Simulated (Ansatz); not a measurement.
Consider HfN in the rock salt structure (space group Fm-3m, No. 225; a = 4.502 Å; relaxed with 0.1 eV smearing). Axes: x, y, z lie along the cube axes.

Method: Ansatz (a first-principles code) PBEsol, without spin-orbit coupling.

For the base:

Volume per atom: 11.40 Å³

The change: uniaxial stress, 5 GPa compression along x; all other stress components relax to zero.

Task: How does this affect the mean lateral Poisson ratio, secant Young's modulus along x, energy relative to the base and volume per atom?

Result: The mean lateral Poisson ratio comes out as 0.15; the secant Young's modulus along x is 630 GPa; the energy grows by 1.4 meV/atom; the volume per atom falls by 0.06 Å³ to 11.34 Å³.

Load acts through the strain it causes; cell and atoms are relaxed under it. Beyond what the load breaks, stability against distortions was not tested. All final runs are without spin polarisation. An odd electron count without spin: HfN.
